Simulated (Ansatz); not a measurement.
## GaN, response to strain

The parent structure is GaN in the wurtzite structure (space group P6_3mc, No. 186).

```yaml
crystal:
  lattice:
    - [3.21837, 0.00000, 0.00000]
    - [-1.60918, 2.78719, 0.00000]
    - [0.00000, 0.00000, 5.24320]
  atoms:
    - { symbol: Ga, position: [0.33333, 0.66667, 0.00014] }
    - { symbol: Ga, position: [0.66667, 0.33333, 0.50014] }
    - { symbol: N, position: [0.33333, 0.66667, 0.37686] }
    - { symbol: N, position: [0.66667, 0.33333, 0.87686] }
```

Strains are applied to the cell and any free atomic positions relax.

Calculations: Ansatz (a first-principles code) PBE, no spin-orbit coupling.

Notes on the quantities. pressure: mean of the normal stresses, compression positive.

| isotropic strain (%) | pressure (GPa) |
|---|---|
| 0 | 0.0 |
| 0.6 | -3.0 |
| 1.2 | -5.7 |
| 1.8 | -8.2 |
| 2.4 | ? |
| 3 | -12.5 |

Task: Fit P = P₀ − Bδ + Cδ² with δ = (1 + ε)³ − 1 to the rows shown and predict the withheld row.

Result: Least squares on the printed values gives P₀ = 0.0 GPa, B = 170 GPa (at held cell shape), C = 384 GPa (largest residual 0.0 GPa); this predicts -10.5 GPa, and the run gives -10.5 GPa, in agreement.

Whether these cells are dynamically stable was not tested.
